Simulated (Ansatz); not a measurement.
The reference is CdSe in the wurtzite structure (space group P6_3mc, No. 186; a = 4.383 Å, c = 7.155 Å).

All numbers come from DFT with PBE, PAW potentials and a 420 eV plane-wave cutoff in Ansatz (a quantum-chemistry and plane-wave program), spin-orbit coupling left out, earlier PAW set.

Base values:

- Valence-band top at Γ = 0.00, 0.00, -0.04 eV
- Width of the top valence band = 1.56 eV
- Electron mass = 0.057 mₑ (at Γ)
- Band gap = 0.54 eV

Now apply this change: the cell is scaled by 1.0381 in all directions; the atoms relax in the strained cell.

Predict the new valence-band top at Γ, width of the top valence band, energy relative to the base, electron mass and band gap.

The valence-band top at Γ (three highest levels, from the VBM) becomes 0.00, 0.00, -0.03 eV (base: 0.00, 0.00, -0.04 eV); the width of the top valence band falls by 0.29 eV to 1.27 eV; the energy rises by 47 meV/atom; the electron mass goes from 0.057 mₑ (at Γ) to 0.038 mₑ (at Γ); the band gap falls by 0.24 eV, from 0.54 eV to 0.30 eV.

Effective masses come from finite differences of ±0.01 Å⁻¹. Semilocal Kohn–Sham gaps tend to fall short of experiment. No phonon test of stability was made.
